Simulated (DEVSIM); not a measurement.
System: Ru/SiON/p-GaSb capacitor, at 300 K.

Layer 1 from the left is SiON, thickness (nm) 9.10. Layer 2 from the left is GaSb, thickness (nm) 2100, Na (cm⁻³) 4e15.

Metal gate on the left, work function 4.7 eV. Fixed charge at the semiconductor interface -8.7e11 cm⁻² (in units of +e); no interface traps.

The device is made up for the run: typed textbook-type constants, with dimensions and the other settings drawn at random. Values at 300 K.

SiON: gap (eV) 7, affinity (eV) 1.4, permittivity 5.5. GaSb: gap (eV) 0.726, affinity (eV) 4.06, permittivity 15.7, Nc (cm⁻³) 2.1e17, Nv (cm⁻³) 1.8e19.

**Question.** Estimate by hand the flat-band voltage, the threshold voltage, and compare with a numerical solution.

**Answer.** 
- Flat-band voltage: C = 0.535 μF/cm², work-function difference 0.131 V; VFB = φms − qNf/C = 0.39 V; numerical 0.39 V.
- Threshold voltage: φF = 0.203 V, depletion charge √(4εqNφF) = 2.69e-8 C/cm²; VT = VFB + 2φF + Qd/C = 0.85 V; numerical 0.85 V.

Simulated with DEVSIM: 1D Poisson equation in equilibrium, Boltzmann statistics, complete ionisation; no quantum confinement or tunnelling. Metal contacts follow the ideal Schottky-Mott rule: no Fermi-level pinning, no interface dipoles.
